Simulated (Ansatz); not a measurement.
Results of r²SCAN+rVV10 in Ansatz (PAW) for CrCl3 (R-3, No. 148; cell taken from a computed entry).

Numerical settings: plane-wave cutoff 500 eV, 8×8×8 k mesh, Fermi–Dirac smearing 0.05 eV, spin-polarised start, scalar-relativistic PAW data made under PBE.

Cell (relaxed at this level):

CrCl$_{3}$ is taken in the trigonal space group R-3, hexagonal axes (No. 148), Pearson symbol hR8. Conventional cell: a = 5.9599 Å, b = 5.9599 Å, c = 17.2380 Å, α = 90.00°, β = 90.00°, γ = 120.00°. Cr on 6c is surrounded by 6 Cl at 2.345 Å (octahedral). Cl on 18f is surrounded by 2 Cr at 2.345 Å (bent). (Neighbours: up to the widest gap in distance over summed covalent radii, below 1.35, at either atom; cation-cation and far metal-metal contacts left out.)
(The calculation used a cell of 8 atoms; values per cell refer to that cell.)

**Question.** Predict the band gap.

**Answer.** 
* **band gap**: 2.42 eV (on the SCF k mesh)

Note: the magnetic order was assumed, not searched for or taken from measurement; the relaxation could not lower the start's symmetry, so the cell can be a saddle point above a distorted one.

Ansatz is a program for electronic structure.
